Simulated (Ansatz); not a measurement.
Faces of beta Ga2O3 in 1x1 cells, as slabs relaxed from ideal cuts; for each face the lowest of the symmetric, stoichiometric cuts and spin starts that were computed. The slabs keep the symmetry of their cuts; real faces may buckle, or reconstruct in larger cells. No spin-orbit coupling, no Hubbard U.

Computed with PBE (plane waves to 420 eV, PAW; Ansatz, a first-principles code).

```
face                                                                          cell area (Å²)  outermost plane spacing of the ideal cut (Å)  γ unrelaxed (J/m²)  γ relaxed (J/m²)  ionisation potential, top face (eV)
----------------------------------------------------------------------------  --------------  --------------------------------------------  ------------------  ----------------  -----------------------------------
(001)                                                                                  19.20                                          0.55                2.42                 ?                                    ?
(100)                                                                                  18.12                                          0.12                0.70              0.47                                    –
(101) (10 Ga–Ga, 4 Ga–O bonds formed; 2 Ga–O bonds broke; O ended outermost)           46.18                                          0.42                2.73              1.59                                 7.87
(110) (2 Ga–O bonds formed; 6 Ga–O bonds broke; O ended outermost)                     36.70                                          0.22                2.33              1.33                                 6.86
(111)                                                                                  42.40                                          0.07                1.70                 ?                                 7.75
```

Fill in the missing entries.


- (001), γ relaxed (J/m²): 1.63
- (001), ionisation potential, top face (eV): 8.00
- (111), γ relaxed (J/m²): 1.21
